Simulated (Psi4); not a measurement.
Psi4 1.11, B3LYP/def2-svp, scf_type pk: Ga(Br)3 ([Br][Ga]([Br])[Br]), 4 atoms. The geometry is a generated start, not checked to be a minimum at this level.

```json
{
 "task": "energy",
 "method": "b3lyp",
 "basis": "def2-svp",
 "memory": "7 GB",
 "e_convergence": "1e-08",
 "d_convergence": "1e-07",
 "guess": "auto, which took SAD (default)",
 "diis_max_vecs": "10 (default)",
 "scf_initial_accelerator": "adiis (default)",
 "dft_radial_points": "75 (default)",
 "dft_spherical_points": "302 (default)",
 "basis_functions": "128",
 "grid_points": "84275"
}
```

```xyz
4

Ga    -0.0002     0.0005     0.0008
Br     2.1668    -0.3757    -0.6488
Br    -0.8078    -0.9708     1.9150
Br    -1.3588     1.3461    -1.2670
```

The reference run uses exact four-centre integrals (scf_type = pk). Each setting ran once; only counts and results are compared.

Settings tried, all else as in the reference:
- scf_type = direct, screening = csam (default), ints_tolerance = 1e-09
- scf_type = direct, screening = density, ints_tolerance = 1e-09
- scf_type = direct, screening = csam (default), ints_tolerance = 1e-07
- scf_type = direct, screening = csam (default), ints_tolerance = 1e-05
- scf_type = direct, screening = density, ints_tolerance = 1e-07

**Question.** Which of these stay within 1.0 meV/atom in energy of the reference run?

**Answer.** Within it: scf_type = direct, screening = density, ints_tolerance = 1e-09; scf_type = direct, screening = csam (default), ints_tolerance = 1e-09; scf_type = direct, screening = csam (default), ints_tolerance = 1e-07; scf_type = direct, screening = density, ints_tolerance = 1e-07. Outside: scf_type = direct, screening = csam (default), ints_tolerance = 1e-05.

| setting | energy against the reference |
|---|---|
| scf_type = direct, screening = density, ints_tolerance = 1e-09 | under 0.001 meV/atom |
| scf_type = direct, screening = csam (default), ints_tolerance = 1e-09 | under 0.001 meV/atom |
| scf_type = direct, screening = csam (default), ints_tolerance = 1e-07 | −0.0079 meV/atom |
| scf_type = direct, screening = density, ints_tolerance = 1e-07 | −0.0090 meV/atom |
| scf_type = direct, screening = csam (default), ints_tolerance = 1e-05 | +1.8 meV/atom |

Total energies are compared; such shifts often cancel in part in energy differences. Also tried and not ranked: scf_type = direct, screening = density, ints_tolerance = 1e-05 (ended without SCF convergence in 100 iterations). The tolerance is a choice made for this comparison.
